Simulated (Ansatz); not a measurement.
Effect of W → Se on WSi2

Take WSi₂ (space group I4/mmm, No. 139; a = 3.2115 Å, c = 7.8041 Å) as the base.

Modification: full substitution W → Se; the structure is relaxed again.

Level of theory: Ansatz (a program for electronic structure) r2SCAN, no spin-orbit coupling. Settings: 18×18×18 k-points, 0.05 eV Fermi–Dirac smearing, for the changed cell.

The volume per atom rises by 7.34 Å³ (13.42 Å³ → 20.76 Å³) and the density decreases by 6.30 g/cm³ (9.90 g/cm³ → 3.60 g/cm³). The lattice parameter a grows by 0.3177 Å to 3.529 Å and the c/a ratio grows by 0.403 (2.430 → 2.833). The space group is still I4/mmm (No. 139) and the shortest interatomic distance decreases by 0.275 Å, from 2.577 Å to 2.302 Å. The band gap stays zero.

Stability against distortions was not tested. As relaxed here, Si2Se is a hypothetical phase, not in the database extracts checked. All final runs are without spin polarisation.
